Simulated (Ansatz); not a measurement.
# How the equilibrium lattice constant a of TaSi2 (model structure, started from the AlB2 type, P6/mmm, No. 191, 3 atoms in the cell) moves with the method

No measured value is used here.

Problem. Put these levels in order of the equilibrium lattice constant a that they give for TaSi2 (model structure, started from the AlB2 type, P6/mmm, No. 191, 3 atoms in the cell), smallest first: PBE (Ansatz, a quantum-chemistry and plane-wave program), PBE-D3(BJ) (Ansatz), r²SCAN+rVV10 (Ansatz).

Solution. PBE-D3(BJ) (4.348 Å), r²SCAN+rVV10 (4.363 Å), PBE (4.410 Å)

Density-functional levels without +SOC have no spin–orbit coupling. Cutoffs differ between the levels. Ansatz's density-functional and Hartree–Fock values are scalar-relativistic unless marked +SOC, with PAW data made under PBE.

A model structure was made by putting elements into a prototype or built by hand; it is no filed structure, need not be a known phase, and can be a saddle point held by its symmetry.
